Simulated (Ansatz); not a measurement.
# A computed series for GaSb: response to strain

Take GaSb in the zinc blende structure (space group F-43m, No. 216; a = 6.111 Å) as the base. Axes: x, y, z lie along the cube axes.

Strains are applied to the cell and any free atomic positions relax; under biaxial strain the out-of-plane vector relaxes too.

Calculations: PBEsol (Ansatz, an electronic-structure program), no spin-orbit coupling.

Notes on the quantities. pressure: mean of the normal stresses, compression positive.

```tsv
case	band gap	volume per atom	pressure
base	zero	28.53 Å³	0.0 GPa
biaxial strain −2.08 %, plane normal [111], relaxed out of plane	0.11 eV	27.64 Å³	1.8 GPa
biaxial strain −1.25 %, plane normal [111], relaxed out of plane	0.08 eV	?	?
biaxial strain −0.42 %, plane normal [111], relaxed out of plane	zero	28.35 Å³	0.3 GPa
biaxial strain +0.42 %, plane normal [111], relaxed out of plane	zero	28.71 Å³	-0.3 GPa
biaxial strain +0.83 %, plane normal [111], relaxed out of plane	zero	28.89 Å³	-0.6 GPa
biaxial strain +1.25 %, plane normal [111], relaxed out of plane	zero	?	-0.9 GPa
biaxial strain +1.67 %, plane normal [111], relaxed out of plane	zero	29.25 Å³	-1.2 GPa
biaxial strain +2.08 %, plane normal [111], relaxed out of plane	zero	29.43 Å³	-1.5 GPa
biaxial strain +2.50 %, plane normal [111], relaxed out of plane	zero	?	-1.7 GPa
```

Q: What belongs in the blanks?

A: 
- biaxial strain −1.25 %, plane normal [111], relaxed out of plane, volume per atom: 27.99 Å³
- biaxial strain −1.25 %, plane normal [111], relaxed out of plane, pressure: 1.0 GPa
- biaxial strain +1.25 %, plane normal [111], relaxed out of plane, volume per atom: 29.07 Å³
- biaxial strain +2.50 %, plane normal [111], relaxed out of plane, volume per atom: 29.61 Å³

With Sb present, leaving out spin-orbit coupling can change the band edges. Stability against distortions was not tested. All final runs are without spin polarisation. Gaps under 0.05 eV, about the width of the smearing, are given as zero. The zero or small gap of GaSb can change with the level of theory.
